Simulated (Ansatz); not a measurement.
## Amorphous Ti20O43La2

It comes from a melt-quench run on a machine-learned potential (CHGNet), relaxed afterwards by DFT. O atoms were pushed apart under 1.9 Å during the dynamics, to hinder bonds among them. The hot cell started wider than the set density and was brought back towards it in steps. It is the lowest in DFT energy of 2 quenches. It is a model cell: composition and starting density were chosen by hand, and all elements were melted together. No dispersion term was used.

Methods: PBE, scalar-relativistic without spin-orbit coupling (Ansatz, a program for electronic structure); r2SCAN, scalar-relativistic without spin-orbit coupling (Ansatz); HSE06, scalar-relativistic without spin-orbit coupling (Ansatz). Geometry, pressure, stress and energy are those of the PBE run. Its sampling: a 2×2×2 Γ-centred mesh; Fermi-Dirac width 0.02 eV; no spin polarisation. Other functionals are single points at the zone centre (r2SCAN at 500 eV; exact exchange cut at the cell's faces), free to take moments where seeds were set.

The number of atoms in the cell is 65 and the density (held, not predicted) is 3.90 g/cm^3. The volume per atom is 12.59 Å^3. The pressure on a 2×2×2 Γ-centred mesh comes out as 9.2 kbar. The largest force and stress component on that mesh (the relaxation ran on the zone centre alone) is 0.09 eV/Å and 0.9 GPa, the energy relative to anatase TiO2 + hexagonal La2O3 (lowest mix at this level among the phases computed, not always the ambient ones) is 0.106 eV/atom and the gap on a 2×2×2 Γ-centred mesh (PBE) is 2.67 eV. The gap at the zone centre (PBE) comes out as 2.77 eV and the gap at the zone centre (r2SCAN) is 3.11 eV. The gap at the zone centre (HSE06) is 4.28 eV.

Neighbours within Ti-Ti 3.12 Å, Ti-O 2.54 Å, Ti-La 3.54 Å, O-O 1.58 Å, O-La 3.00 Å, La-La 3.96 Å count as bonded. Two cations that share two anions don't count as bonded, nor two that share one unless they lie closer than Ti-Ti 3.04 Å, Ti-La 3.45 Å, La-La 3.85 Å.

```
Item                                                              Result
---------------------------------  -------------------------------------
Mean coordination of Ti by anions   5.45 (2 with 4, 7 with 5, 11 with 6)
Mean coordination of O             2.88 (12 with 2, 24 with 3, 7 with 4)
Mean coordination of La by anions              7.50 (1 with 7, 1 with 8)
Mean Ti-O bond                     1.964 Å (spread 0.138 Å, 109 counted)
Mean O-La bond                      2.563 Å (spread 0.139 Å, 15 counted)
```

Its density started from a set value of 3.90 g/cm³. Cooling (nominally 240 K/ps over its main leg) ran many orders faster than in experiment, which tends to leave more defects and strain. Values belong to this one cell and scatter from quench to quench. The volume was held where the preparation left it and the shape relaxed, at a PBE pressure of 0.9 GPa. Stress components on the final sampling reach 0.9 GPa.
